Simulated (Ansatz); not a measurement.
The starting structures come from a database of crystals and need not be the phases stable at ambient conditions.

By PBEsol, the system below comes out a metal.

The ballistic (Sharvin) conductance counts the channels at the Fermi level: G/A = (e²/h) × channels of both spins per area.

Here is the system:

```xyz
6
Lattice="3.3009 0.0000 0.0000 -1.6504 2.8586 0.0000 0.0000 0.0000 11.7384" Properties=species:S:1:pos:R:3 pbc="T T T"
Ta     0.0000     0.0000     2.9346
Ta     0.0000     0.0000     8.8038
S      0.0000     1.9058     1.3688
S      1.6504     0.9529    10.3696
S      1.6504     0.9529     7.2380
S      0.0000     1.9058     4.5004
```

The cell was relaxed by PBE-D3(BJ); by PBEsol it stands under a pressure of -1.0 GPa.

The current flows along the normal of the first two printed cell vectors, the (001) plane of the conventional cell. No spin-orbit coupling; the value is a mean over 0.1 eV about the Fermi level.

Q: Compute, with PBEsol in Ansatz (a program for electronic structure), the ballistic conductance per area.

A: 0.24 × 10¹⁵ S/m² for both spins.
